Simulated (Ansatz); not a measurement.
Levels about the gap of amorphous silicon nitride (Si36N48) (84 atoms in a cell of 994 Å³, 2.81 g/cm³; zone centre alone, so wide bands show as single levels with stretches between that a denser mesh fills), at the geometry that PBE relaxed, where it gives 0.1 GPa on a denser mesh. The participation number counts the atoms over which a state spreads; weights are charges in smoothed Voronoi cells. The levels come from a single point, so bond lengths are those of that geometry. Method of the levels: r2SCAN, scalar-relativistic without spin-orbit coupling (Ansatz, an electronic-structure program). Sampling: the zone centre alone; Fermi-Dirac width 0.01 eV; collinear spin, started from moments on atoms (the moments died out). At PBE the levels at the filled edge of the gap are localised (band-tail or defect states), and the nearest spread-out levels lie 2.9 eV apart at the zone centre.

The cell was made by melting and quenching with the CHGNet potential and then relaxed with DFT. N atoms were pushed apart under 1.9 Å during the dynamics, to hinder bonds among them. The hot cell started wider than the set density and was brought back towards it in steps. It is the lowest in DFT energy of 2 quenches. It is a model cell: composition and starting density were chosen by hand, and all elements were melted together. No dispersion term was used. Its density started from a set value of 2.72 and ended at 2.81 g/cm³. Cooling (nominally 150 K/ps over its main leg) ran many orders faster than in experiment, which tends to leave more defects and strain. One small periodic cell is one sample of the glass; other quenches scatter about these values. Volume and shape were free in the relaxation.

```tsv
E - E(highest filled), eV	filling	spin	participation number	largest on	weight N	weight Si
-0.38	filled	dn	11.8	N, 3 neighbours	0.90	0.10
-0.30	filled	up	13.7	N, 3 neighbours	0.90	0.10
-0.30	filled	dn	13.7	N, 3 neighbours	0.90	0.10
-0.19	filled	up	12.5	N, 3 neighbours	0.91	0.09
-0.19	filled	dn	12.5	N, 3 neighbours	0.91	0.09
0.00	filled	up	7.4	N, 4 neighbours	0.89	0.11
0.00	filled	dn	7.4	N, 4 neighbours	0.89	0.11
2.89	empty	up	24.0	Si, 3 neighbours	0.47	0.53
2.89	empty	dn	24.0	Si, 3 neighbours	0.47	0.53
2.99	empty	up	6.9	Si, 3 neighbours	0.44	0.56
2.99	empty	dn	6.9	Si, 3 neighbours	0.44	0.56
3.60	empty	up	14.7	Si, 4 neighbours	0.43	0.57
3.60	empty	dn	14.7	Si, 4 neighbours	0.43	0.57
3.86	empty	up	20.3	Si, 4 neighbours	0.47	0.53
```

Most localised among these is the empty level at +2.99 eV, on a Si atom, which has 3 neighbours (N 1.66 Å, N 1.70 Å, N 1.71 Å).
